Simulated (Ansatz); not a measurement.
Take CdGeAs2 in the chalcopyrite structure (space group I-42d, No. 122; a = 6.047 Å, c = 11.490 Å) as the base.

All numbers come from PBE (Ansatz, a quantum-chemistry and plane-wave program; PAW; 420 eV plane waves; scalar-relativistic without spin-orbit coupling).

For the base:

The pressure comes out as 0.0 GPa.

One thing is altered: the cell is scaled by 0.9677 in all directions, atoms relaxed at fixed cell.

Problem. What does the calculation give for the energy relative to the base and pressure after the change?

Solution. The energy goes up by 46 meV/atom; the pressure (mean of the normal stresses, compression positive) goes from zero to 6.5 GPa.

The cells carry an imposed strain or load. Whether these cells are dynamically stable was not tested. All final runs are without spin polarisation. Gaps under 0.05 eV, about the width of the smearing, are given as zero.
